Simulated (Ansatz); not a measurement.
# TaO2 in the rutile structure (space group P4_2/mnm, No. 136; a cell from a computed database, its experimental status unchecked)

```xyz
6
Lattice="4.9498 0.0000 0.0000 0.0000 4.9498 0.0000 0.0000 0.0000 2.8521" Properties=species:S:1:pos:R:3 pbc="T T T"
Ta     0.0000     0.0000     1.4260
Ta     2.4749     2.4749     0.0000
O      3.5309     1.4189     1.4260
O      1.4189     3.5309     1.4260
O      1.0560     1.0560     0.0000
O      3.8938     3.8938     0.0000
```

Method: PBEsol (Ansatz, an electronic-structure program, PAW, spin-orbit coupling left out). Γ-centred 10×10×16 mesh, Fermi–Dirac width 0.05 eV.

```yaml
volume_per_atom: 11.65 Å³
density: 10.12 g/cm³
band_gap: zero
total_energy: -3643.674 eV/atom (σ→0; compares only within this code and set-up)
```

Whether these cells are dynamically stable was not tested. No Hubbard U is applied, and correlation can decide whether such a compound is a metal. All final runs are without spin polarisation.
